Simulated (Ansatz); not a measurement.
Start from SrHfN2 (space group R-3m, No. 166; a = 3.320 Å, c = 17.583 Å (hexagonal axes); a cell from a computed database, its experimental status unchecked). Axes: x lies along a and z along c of the hexagonal cell.

Now apply this change: the cell is stretched by 4.17 % along x with no lateral relaxation; the atoms relax in the strained cell.

Levels (all Ansatz, an electronic-structure program, PAW): PBEsol (420 eV, scalar-relativistic without spin-orbit coupling); r2SCAN (500 eV, no spin-orbit coupling); HSE06 (420 eV, no spin-orbit coupling).

One geometry, relaxed with PBEsol, under each level:

```tsv
level	band gap	lowest conduction level above the VBM at special points	hole mass	pressure
PBEsol	0.09 eV	Y₂ 0.09 eV; L₂ 0.25 eV; M₂ 2.07 eV; V₂ 2.23 eV	0.52 mₑ along x, 0.18 mₑ along y, 1.0 mₑ along z (at Γ)	-6.06 GPa
r2SCAN	0.52 eV	Y₂ 0.52 eV; L₂ 0.68 eV; M₂ 2.49 eV; V₂ 2.66 eV	0.55 mₑ along x, 0.21 mₑ along y, 1.0 mₑ along z (at Γ)	-3.12 GPa
HSE06	[?]	[?]	–	–
```

Problem. Give the withheld HSE06 results.

Solution. 
- HSE06, band gap: 1.08 eV
- HSE06, lowest conduction level above the VBM at special points: Y₂ 1.08 eV; L₂ 1.24 eV; M₂ 3.17 eV; Γ 3.63 eV

Single points use the geometry relaxed with PBEsol. Their cutoffs differ, which shifts pressures a little. HSE06 was sampled on its mesh, a few special points and the semilocal edge points, so its gap is an upper bound. Spin-orbit coupling, missing from the scalar runs, can matter with Hf. Effective masses come from finite differences of ±0.01 Å⁻¹. Whether these cells are dynamically stable was not tested. The zero or small gap of SrHfN2 can change with the level of theory. Labels are those of the standard path for the cell's own space group.
